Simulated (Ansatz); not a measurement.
Ti3Al: response to strain

Take Ti$_{3}$Al (space group P6_3/mmc, No. 194; a = 5.747 Å, c = 4.632 Å) as the base. Axes: x lies along a and z along c of the hexagonal cell.

Strains are applied to the cell and any free atomic positions relax; under biaxial strain the out-of-plane vector relaxes too.

Calculations: r2SCAN, PAW, 500 eV (Ansatz, a program for electronic structure; without spin-orbit coupling), earlier PAW set.

Notes on the quantities. pressure: mean of the normal stresses, compression positive; energy relative to the base: free energy F.

```json
[
 {"variant": "base", "pressure": "0.0 GPa", "energy relative to the base": "0 meV/atom", "volume per atom": "16.56 Å³"},
 {"variant": "biaxial strain −1.70 %, plane normal [001], relaxed out of plane", "pressure": "3.2 GPa", "energy relative to the base": "+8.0 meV/atom", "volume per atom": "16.15 Å³"},
 {"variant": "isotropic strain +1.40 %", "pressure": "-4.7 GPa", "energy relative to the base": "+11 meV/atom", "volume per atom": "17.27 Å³"},
 {"variant": "uniaxial strain ε_xx = −0.43 %", "pressure": "0.5 GPa", "energy relative to the base": "+0.2 meV/atom", "volume per atom": "16.49 Å³"}
]
```

Whether these cells are dynamically stable was not tested. The final runs are not spin-polarised.
